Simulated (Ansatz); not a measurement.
The structure below was relaxed with PBEsol (Ansatz, a quantum-chemistry and plane-wave program; PAW; 420 eV plane waves; spin-orbit coupling left out), earlier PAW set, at pressure 0.9 GPa.

Space group I-42d (No. 122); a = b = 5.625 Å, c = 10.460 Å, α = β = γ = 90.00°

| atom | site | symmetry | x | y | z |
|---|---|---|---|---|---|
| Cd | 4a | -4.. | 0.0000 | 0.0000 | 0.0000 |
| Si | 4b | -4.. | 0.0000 | 0.0000 | 0.5000 |
| P | 8d | .2. | 0.2500 | 0.2076 | 0.3750 |

Question: Write out a cell with all atoms.

Answer: 
```xyz
16
Lattice="5.6254 0.0000 0.0000 0.0000 5.6254 0.0000 0.0000 0.0000 10.4600" Properties=species:S:1:pos:R:3 pbc="T T T"
Cd     0.0000     2.8127     2.6150
Cd     0.0000     0.0000     0.0000
Si     2.8127     0.0000     2.6150
Si     2.8127     2.8127     0.0000
P      4.2191     4.4575     3.9225
P      1.4064     1.1679     3.9225
P      3.9806     1.4064     1.3075
P      1.6448     4.2191     1.3075
Cd     2.8127     0.0000     7.8450
Cd     2.8127     2.8127     5.2300
Si     0.0000     2.8127     7.8450
Si     0.0000     0.0000     5.2300
P      1.4064     1.6448     9.1525
P      4.2191     3.9806     9.1525
P      1.1679     4.2191     6.5375
P      4.4575     1.4064     6.5375
```
This is the conventional cell.

Load acts through the strain it causes; cell and atoms are relaxed under it. No phonon test of stability was made. The cell was made from CdSiP$_{2}$ in the chalcopyrite structure (space group I-42d, No. 122) by this change: pressure 0.9 GPa.
